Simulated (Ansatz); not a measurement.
We consider Ca₂C (model structure, started from the fluorite type, Fm-3m, No. 225, 3 atoms in the cell), described by r²SCAN (Ansatz, an electronic-structure program, plane waves, PAW).

Numerical settings: plane-wave cutoff 560 eV, 16×16×16 k mesh, Fermi–Dirac smearing 0.05 eV, scalar-relativistic PAW data made under PBE.

The cell is the one relaxed with PBEsol. Conventional cell: a = 6.2045 Å, b = 6.2045 Å, c = 6.2045 Å, α = 90.00°, β = 90.00°, γ = 90.00°.

```yaml
crystal:
  lattice:
    - [0.00000, 3.10226, 3.10226]
    - [3.10226, 0.00000, 3.10226]
    - [3.10226, 3.10226, 0.00000]
  atoms:
    - { symbol: C, position: [0.00000, 0.00000, 0.00000] }
    - { symbol: Ca, position: [0.25000, 0.25000, 0.25000] }
    - { symbol: Ca, position: [0.75000, 0.75000, 0.75000] }
```

Task: List the 11 lowest band energies at Γ above −25 eV (eV, relative to the valence band maximum), grouping those that round alike.

Result: At Γ: -22.23 (×3), -21.77 (×3), -8.99, -1.15 (×3), 1.20.

Note: the relaxation could raise the start's symmetry but not lower it, so the cell can be a saddle point; cell and atoms aren't relaxed at this level (pressure 1.5 GPa).

A model structure was made by putting elements into a prototype or built by hand; it is no filed structure, need not be a known phase, and can be a saddle point held by its symmetry.
